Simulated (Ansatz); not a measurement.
Start from NaCl in the rock salt structure (space group Fm-3m, No. 225).

```yaml
crystal:
  lattice:
    - [0.00000, 2.80101, 2.80101]
    - [2.80101, 0.00000, 2.80101]
    - [2.80101, 2.80101, 0.00000]
  atoms:
    - { symbol: Na, position: [0.00000, 0.00000, 0.00000] }
    - { symbol: Cl, position: [0.50000, 0.50000, 0.50000] }
```

All numbers come from Ansatz (a program for electronic structure), PBEsol, PAW, cutoff 420 eV, no spin-orbit coupling.

For the base:

Lattice parameter a: 5.602 Å

The change: full substitution Na → Li; the structure is relaxed again.

Problem. What does the calculation give for the lattice parameter a after the change?

Solution. The lattice parameter a shrinks by 0.538 Å (5.602 Å → 5.064 Å).

Whether these cells are dynamically stable was not tested.
